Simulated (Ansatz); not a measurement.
Consider Zr-vacancy pair (Zr on one host Ag site, one Ag site vacant) in fcc Ag, neutral cell. All values below come from PBE, PAW (plane waves to 420 eV; Ansatz, a quantum-chemistry and plane-wave program).

Cell of 32 host sites held at the relaxed PBE lattice; a 2×2×2 k-point mesh shifted by half a step; Fermi-Dirac width 0.10 eV, spin-restricted; finite-size errors left in. Static, classical nuclei. Forms of the defect that were not tried may lie lower.

Barriers: single points on a 4×4×4 k-point mesh shifted by half a step at the bands' geometries (they differ from the bands' own by up to 0.35 eV, and are uncertain by about as much).

Relaxed starting cell (atoms counted from 1):

```
CELL_PARAMETERS angstrom
      8.29686     0.00000     0.00000
      0.00000     8.29686     0.00000
      0.00000     0.00000     8.29686
ATOMIC_POSITIONS crystal
  Zr 0.99899 0.00587 0.00720
  Ag 0.99898 0.00601 0.49474
  Ag 0.99905 0.49396 0.00679
  Ag 0.99916 0.49682 0.49834
  Ag 0.49898 0.00043 0.00154
  Ag 0.49910 0.00087 0.50304
  Ag 0.49909 0.50172 0.00217
  Ag 0.49906 0.50015 0.50118
  Ag 0.99903 0.25100 0.75221
  Ag 0.99909 0.75100 0.25223
  Ag 0.99899 0.75283 0.75377
  Ag 0.49909 0.25108 0.25212
  Ag 0.49908 0.25110 0.75026
  Ag 0.49913 0.74897 0.25236
  Ag 0.49907 0.75022 0.75144
  Ag 0.24936 0.00319 0.25242
  Ag 0.24755 0.00104 0.75123
  Ag 0.24643 0.49685 0.25201
  Ag 0.24826 0.49953 0.75101
  Ag 0.74871 0.00318 0.25235
  Ag 0.75044 0.00099 0.75123
  Ag 0.75182 0.49695 0.25194
  Ag 0.74987 0.49963 0.75097
  Ag 0.24933 0.25133 0.00407
  Ag 0.24685 0.25078 0.49844
  Ag 0.24780 0.74999 0.00241
  Ag 0.24824 0.74988 0.50052
  Ag 0.74888 0.25131 0.00408
  Ag 0.75137 0.25071 0.49835
  Ag 0.75027 0.75001 0.00243
  Ag 0.74997 0.74988 0.50049
```

End state 1 differs by these moves (Å; atoms that move under 0.08 Å are left out):

| atom | element | Δx | Δy | Δz |
|---|---|---|---|---|
| 1 | Zr | 0.00 | 1.98 | 1.98 |

Q: Predict the forward and backward barriers to end state 1 from PBE, PAW.

A: forward 0.64 eV, backward 0.64 eV; at the saddle point atom 1 has neighbours 4 Ag at 2.78, 4 Ag at 3.17 Å. The saddle point's order was not checked, and it lies on a symmetry element of the cell, where a band can be held.
